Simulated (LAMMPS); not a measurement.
MD from the melt across the composition of ZnSe (zinc blende) with a share x of Zn sites Cd; each row has its own temperature.

Method: classical MD, pair style sw, file CdTeZnSeHgS0.sw; code LAMMPS.

| x | volume | state | enthalpy | T (K) |
|---|---|---|---|---|
| 0.25 | 27.21 ± 0.02 Å³/atom | liquid | -1.754 ± 0.003 eV/atom | 1640 |
| 0.5 | 28.47 ± 0.05 Å³/atom | liquid | -1.768 ± 0.006 eV/atom | 1570 |
| 0.75 | 29.69 ± 0.03 Å³/atom | liquid | -1.761 ± 0.007 eV/atom | 1500 |

Caution: a run this short can hold a crystal over, or a liquid under, the potential's own melting point, which these runs don't give.

Caution: the real compound melts congruently only under the pressure of its own vapour and loses its more volatile element when open.

Caution (rows 0.5; 0.75): enthalpy drifts during the constant-pressure average: a transition or slow ageing; fluctuation values are void.

States go by the mean squared displacement: a species diffuses where it passes 1.5 Å², still rises and gives D over 1e-6 cm²/s; a crystal has left its structure where atoms lie 0.35 Å off their sites on average or a cubic box changes its shape by 3 %, or the axial ratios of another lie 8 % off the starting cell's, which the potential's own relaxation can also do.

The ± values are statistical; the model's systematic error is not in them.
